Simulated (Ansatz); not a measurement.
The starting structures come from a database of crystals and need not be the phases stable at ambient conditions.

 Where the default PAW files enter, the runs use the earlier of Ansatz's two default sets.

Data:

```
CELL_PARAMETERS angstrom
      3.68318     0.00000     0.00000
     -1.84159     3.18973     0.00000
      1.84159     1.06324     3.00730
ATOMIC_POSITIONS crystal
  Mg 0.00000 0.00000 0.00000
  S  0.00000 0.50000 0.50000
```

Space group of this cell: Fm-3m, rock salt. The cell is taken as given.

The current runs along the normal of the first two printed vectors, the (111) plane. All runs by Ansatz (a first-principles code), plane waves and PAW, without spin-orbit coupling; the base is r2SCAN.

| run | mean pressure (GPa) | gap (eV) | mid-gap κ (1/Å) |
|---|---|---|---|
| base | -0.2 | 3.46 | 0.241 |
| all lengths scaled by 0.98 | 5.2 | 3.59 | 0.252 |
| all lengths scaled by 1.02 | -4.3 | 3.33 | 0.230 |
| lda in place of r2scan | -3.5 | ___ | ___ |
| lengths across the current scaled by 0.98, ions clamped | 3.3 | ___ | ___ |
| lengths across the current scaled by 1.02, ions clamped | -3.1 | 3.25 | 0.234 |
| lengths along the current scaled by 0.97, ions clamped | 2.4 | 3.31 | 0.247 |
| lengths along the current scaled by 1.03, ions clamped | -2.4 | 3.29 | 0.238 |
| pbesol in place of r2scan | -1.2 | ___ | ___ |

Problem. Some entries are withheld; supply them.

Solution. 
- lda in place of r2scan, gap (eV): 2.55
- lda in place of r2scan, mid-gap κ (1/Å): 0.197
- lengths across the current scaled by 0.98, ions clamped, gap (eV): 3.47
- lengths across the current scaled by 0.98, ions clamped, mid-gap κ (1/Å): 0.250
- pbesol in place of r2scan, gap (eV): 2.70
- pbesol in place of r2scan, mid-gap κ (1/Å): 0.203
